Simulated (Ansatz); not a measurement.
## Convergence study of the plane-wave cutoff for ScGa3 (P4mm, 4 atoms in the cell)

```yaml
crystal:
  lattice:
    - [4.06135, 0.00000, 0.00000]
    - [0.00000, 4.06135, 0.00000]
    - [0.00000, 0.00000, 4.06135]
  atoms:
    - { symbol: Sc, position: [0.00000, 0.00000, 0.01231] }
    - { symbol: Ga, position: [0.50000, 0.50000, 0.00000] }
    - { symbol: Ga, position: [0.00000, 0.50000, 0.50000] }
    - { symbol: Ga, position: [0.50000, 0.00000, 0.50000] }
```

Level of theory: PBEsol, default PAW files made with PBE (plane waves; Ansatz, an electronic-structure program).

Base settings: basis.ecutwfc = 420 eV; kpoints.mp_grid.grid = 7 7 7; hamiltonian.xc = pbesol; hamiltonian.pseudopotentials = {kind: paw} (the program's default PAW files); scf.occupations.method = gaussian; scf.occupations.width = 0.1 eV.

The second cell is the first with its lattice scaled by 0.98.

The mesh stays at the base's, so the ladder's end is converged at best in this setting alone.

The first pressure column holds Ansatz's estimate of the finite-basis (Pulay) stress, which hides part of the cutoff error; the other is without it.

Only quantities that move along the ladder and can be compared are tabulated.

The count of work is k-points × plane waves × bands × iterations; it is no time. 

The starting cell comes from a database of computed structures (which also holds hypothetical and non-ambient phases and stackings), without a prior relaxation at this level. Its lattice was rescaled by up to half a per cent. One atom was moved a little off its site on purpose.

Steps (basis.ecutwfc): 145 eV; 170 eV; 190 eV; 210 eV; 230 eV; 250 eV; 295 eV; 335 eV; 380 eV; 420 eV; 460 eV; 505 eV; 565 eV; 630 eV; 735 eV; 840 eV; 1010 eV.

Task: What is the coarsest basis.ecutwfc that holds the energy of the compressed cell less the first within 2 meV/atom of the last step, with all finer ones?

Result: 295 eV, at 0.15 of the last step's count of work; the step before is off by 8.0 meV/atom.

Task: What is the coarsest basis.ecutwfc that holds the free energy within 1 meV/atom of the last step, with all finer ones?

Result: 460 eV, at 0.30 of the last step's count of work; the step before is off by 1.2 meV/atom.

Task: What is the coarsest basis.ecutwfc that holds the pressure without the Pulay estimate within 1 GPa of the last step, with all finer ones?

Result: 380 eV, at 0.23 of the last step's count of work; the step before is off by 1.6 GPa.

| basis.ecutwfc | free energy less the last step's (meV/atom) | energy of the compressed cell less the first (meV/atom) | pressure (GPa) | pressure without the Pulay estimate (GPa) | largest difference of a force vector from the last step's (eV/Å) | count of work / last |
|---|---|---|---|---|---|---|
| 145 eV | 35947.47 | 38.33 | -36.52 | -985.08 | 0.182 | 0.058 |
| 170 eV | 17372.25 | -86.12 | 4.05 | -566.20 | 0.034 | 0.089 |
| 190 eV | 9437.66 | -50.44 | 0.69 | -363.82 | 0.104 | 0.10 |
| 210 eV | 4864.70 | -1.60 | 0.09 | -225.04 | 0.099 | 0.11 |
| 230 eV | 2328.72 | 42.63 | 3.77 | -130.12 | 0.015 | 0.12 |
| 250 eV | 1023.09 | 17.70 | 0.68 | -69.10 | 0.048 | 0.14 |
| 295 eV | 124.02 | 10.37 | -0.63 | -12.83 | 0.001 | 0.15 |
| 335 eV | 13.03 | 10.16 | -0.89 | -2.50 | 0.000 | 0.19 |
| 380 eV | 2.08 | 9.59 | -0.93 | -1.02 | 0.000 | 0.23 |
| 420 eV | 1.22 | 9.70 | -0.92 | -0.96 | 0.000 | 0.27 |
| 460 eV | 0.65 | 9.68 | -0.92 | -0.95 | 0.000 | 0.30 |
| 505 eV | 0.34 | 9.68 | -0.92 | -0.93 | 0.000 | 0.35 |
| 565 eV | 0.25 | 9.69 | -0.92 | -0.92 | 0.000 | 0.41 |
| 630 eV | 0.16 | 9.69 | -0.92 | -0.93 | 0.000 | 0.50 |
| 735 eV | 0.07 | 9.69 | -0.92 | -0.92 | 0.000 | 0.60 |
| 840 eV | 0.03 | 9.69 | -0.92 | -0.92 | 0.000 | 0.76 |
| 1010 eV | 0.00 | 9.69 | -0.92 | -0.92 | 0.000 | 1.0 |

The energy difference between the two cells stays within 1 meV/atom of the last step's from 295 eV on, the total only from 460 eV on: much of the error is common to both cells and cancels.

At the lowest cutoff the pressure without the Pulay estimate lies 984 GPa under the last step's, the usual sign of Pulay stress in an incomplete plane-wave basis.

Keys are those of Ansatz 0.2.
